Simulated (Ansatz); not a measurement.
Base system: Ta2N in the anti-CdI2 type structure (space group P-3m1, No. 164; relaxed with 0.1 eV smearing).

```
Ta2N
1.0
    3.06527     0.00000     0.00000
   -1.53264     2.65460     0.00000
    0.00000     0.00000     4.89058
N Ta
1 2
Direct
  0.00000   0.00000   0.00000
  0.33333   0.66667   0.25733
  0.66667   0.33333   0.74267
```

Cartesian axes are those of the cell as printed.

All numbers come from Ansatz (a program for electronic structure) r2SCAN+rVV10, no spin-orbit coupling, earlier PAW set.

Before the change:

- Pressure = 0.0 GPa

One thing is altered: biaxial strain −0.63 %, plane normal [001], relaxed out of plane (Cartesian); in-plane vectors clamped, the third vector and the atoms free.

Q: What does the calculation give for the out-of-plane strain after the change?

A: The out-of-plane strain amounts to +0.71 %.

Q: Predict the new pressure.

A: The pressure (mean of the normal stresses, compression positive) goes from zero to 1.6 GPa.

No phonon test of stability was made. The final runs are not spin-polarised. An odd electron count without spin: Ta2N.
